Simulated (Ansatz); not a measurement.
A computed series for InAs: response to strain

Consider InAs in the zinc blende structure (space group F-43m, No. 216; a = 6.0261 Å). Axes: x, y, z lie along the cube axes.

Strains are applied to the cell and any free atomic positions relax; under biaxial strain the out-of-plane vector relaxes too.

The values are results of Ansatz (an electronic-structure program) LDA, no spin-orbit coupling, not measurements.

Notes on the quantities. pressure: mean of the normal stresses, compression positive; energy relative to the base: free energy F.

| change | pressure | energy relative to the base | shortest interatomic distance |
|---|---|---|---|
| base | 0.0 GPa | 0 meV/atom | 2.609 Å |
| biaxial strain −2.08 %, plane normal [111], relaxed out of plane | 1.8 GPa | +9.4 meV/atom | 2.580 Å |
| biaxial strain −1.67 %, plane normal [111], relaxed out of plane | 1.4 GPa | +6.0 meV/atom | 2.586 Å |
| biaxial strain −0.83 %, plane normal [111], relaxed out of plane | 0.7 GPa | +1.5 meV/atom | 2.597 Å |
| biaxial strain −0.42 %, plane normal [111], relaxed out of plane | 0.3 GPa | +0.4 meV/atom | 2.603 Å |
| biaxial strain +0.42 %, plane normal [111], relaxed out of plane | -0.3 GPa | +0.4 meV/atom | 2.611 Å |
| biaxial strain +0.83 %, plane normal [111], relaxed out of plane | [?] | [?] | [?] |
| biaxial strain +1.25 %, plane normal [111], relaxed out of plane | -1.0 GPa | +3.2 meV/atom | 2.613 Å |
| biaxial strain +1.67 %, plane normal [111], relaxed out of plane | -1.3 GPa | +5.7 meV/atom | 2.614 Å |
| biaxial strain +2.50 %, plane normal [111], relaxed out of plane | -1.9 GPa | +13 meV/atom | 2.615 Å |

Q: Some entries are withheld; estimate them.

A: 
- biaxial strain +0.83 %, plane normal [111], relaxed out of plane, pressure: -0.7 GPa
- biaxial strain +0.83 %, plane normal [111], relaxed out of plane, energy relative to the base: +1.4 meV/atom
- biaxial strain +0.83 %, plane normal [111], relaxed out of plane, shortest interatomic distance: 2.612 Å

A case with no gap was solved on a k-mesh chosen for an insulator, which is coarse for it. Whether these cells are dynamically stable was not tested. All final runs are without spin polarisation.
